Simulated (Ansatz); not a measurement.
Given:

```yaml
crystal:
  lattice:
    - [0.00000, 3.23546, 3.23546]
    - [3.23546, 0.00000, 3.23546]
    - [3.23546, 3.23546, 0.00000]
  atoms:
    - { symbol: Te, position: [0.50000, 0.50000, 0.50000] }
    - { symbol: Pb, position: [0.00000, 0.00000, 0.00000] }
```

No spin polarisation.

Computed with PBE (Ansatz, a first-principles code), without spin-orbit coupling. k-mesh 9×9×9 (Γ-centred); smearing 0.05 eV (Fermi–Dirac).

Task: What is the computed electron mass?

Result: 0.28 mₑ along k, 0.10 mₑ across (at L).

Task: What is the computed band gap?

Result: 0.74 eV.

Spin-orbit coupling, missing from the scalar runs, can matter with Pb and Te. The cells carry an imposed strain or load. Effective masses come from finite differences of ±0.01 Å⁻¹. Along k means along the line from Γ to the band edge. No phonon test of stability was made. The cell was made from PbTe in the rock salt structure (space group Fm-3m, No. 225) by this change: isotropic strain −1.50 %.
